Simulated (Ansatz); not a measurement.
**Effect of isotropic strain −3.80 % on Pt**

Take Pt in the fcc (Cu type) structure (space group Fm-3m, No. 225; a = 3.942 Å; relaxed with 0.1 eV smearing) as the base.

Perturbation: the cell is scaled by 0.9620 in all directions; the atoms relax in the strained cell.

Calculations: Ansatz (a program for electronic structure) r2SCAN, no spin-orbit coupling, earlier PAW set. Γ-centred 29×29×29 mesh, Fermi–Dirac width 0.1 eV.

The space group stays Fm-3m (No. 225) and the shortest interatomic distance drops by 0.106 Å, from 2.787 Å to 2.681 Å. The energy goes up by 199 meV/atom and the band gap is still zero.

Final structure:

```yaml
crystal:
  lattice:
    - [0.00000, 1.89587, 1.89587]
    - [1.89587, 0.00000, 1.89587]
    - [1.89587, 1.89587, 0.00000]
  atoms:
    - { symbol: Pt, position: [0.00000, 0.00000, 0.00000] }
```

Stability against distortions was not tested. The final runs are not spin-polarised.
